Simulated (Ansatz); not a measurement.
Start from AlP in the zinc blende structure (space group F-43m, No. 216; a = 5.508 Å).

Calculations: Ansatz (a program for electronic structure) PBE, no spin-orbit coupling.

One change was made to it. Results:

The electron mass goes from 0.81 mₑ along k, 0.25 mₑ across (at X) to 0.80 mₑ along k, 0.25 mₑ across (at X); the hole mass (degenerate bands, along [100]) goes from 0.19, 0.56, 0.56 mₑ (at Γ) to 0.20, 0.56, 0.56 mₑ (at Γ); the smallest direct gap goes up by 0.09 eV, from 3.09 eV to 3.18 eV; the band gap decreases by 0.02 eV, from 1.63 eV to 1.61 eV.

Q: What was done to the base?
A. pressure 9 GPa
B. pressure −1 GPa
C. pressure 0.9 GPa
D. pressure −2 GPa

A: C, pressure 0.9 GPa. For comparison, the band gap in the other runs: pressure 9 GPa gives 1.45 eV; pressure −1 GPa gives 1.66 eV; pressure −2 GPa gives 1.68 eV.

Load acts through the strain it causes; cell and atoms are relaxed under it. Masses are band curvatures over ±0.01 Å⁻¹ around the edge. Along k means along the line from Γ to the band edge. Stability against distortions was not tested. Tetrahedral semiconductors of this kind turn to denser phases somewhere between about 1 and 50 GPa; those were not computed, so compressed cells here can lie past the real transition.
